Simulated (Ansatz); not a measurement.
The starting structures come from a database of crystals and need not be the phases stable at ambient conditions.

By PBEsol, the system below comes out a metal.

A figure of merit of an interconnect metal is its ballistic conductance per area.

Given:

```yaml
crystal:
  lattice:
    - [3.91094, 0.00000, 0.00000]
    - [0.00000, 3.98894, 0.00000]
    - [1.95547, 0.00000, 6.03777]
  atoms:
    - { symbol: Ti, position: [0.84334, 0.00000, 0.31332] }
    - { symbol: Ti, position: [0.15666, 0.00000, 0.68668] }
    - { symbol: Al, position: [0.50000, 0.00000, 0.00000] }
    - { symbol: Al, position: [0.00000, 0.50000, 0.00000] }
    - { symbol: Al, position: [0.67235, 0.50000, 0.65530] }
    - { symbol: Al, position: [0.32765, 0.50000, 0.34470] }
```

Space group of this cell: Cmmm. The cell is taken as given; by PBEsol its mean pressure is -1.0 GPa.

The current flows along the normal of the first two printed cell vectors. No spin-orbit coupling; the value is a mean over 0.1 eV about the Fermi level.

Compute, with PBEsol in Ansatz (a first-principles code), the ballistic conductance per area.

0.39 × 10¹⁵ S/m² for both spins.
